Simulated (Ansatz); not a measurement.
The reference is ScAl3 in the Cu3Au type structure (space group Pm-3m, No. 221; a = 4.1067 Å; relaxed with 0.1 eV smearing). Axes: x, y, z lie along the cube axes.

Calculations: plane-wave PAW DFT at the PBE level (Ansatz, a first-principles code, 420 eV), spin-orbit coupling left out.

It is then changed as follows: every lattice vector is shortened by 3.00 %; the atoms relax in the strained cell.

Problem. Predict the stress tensor and what it implies for the stiffness.

Solution. Stress of the strained cell less that of the base (GPa, compression positive):
```
    9.5     0.0     0.0
    0.0     9.5     0.0
    0.0     0.0     9.5
```

Then B = −ΔP/(ΔV/V₀) with ΔV/V₀ = -0.0873 gives secant stiffness values (nonlinear terms included at this strain): B ≈ 109 GPa.

As a check, the harmonic strain energy −½ V₀ Δσ:ε is 46 meV/atom; the computed energy rise is 42 meV/atom.

Stability against distortions was not tested. The final runs are not spin-polarised.
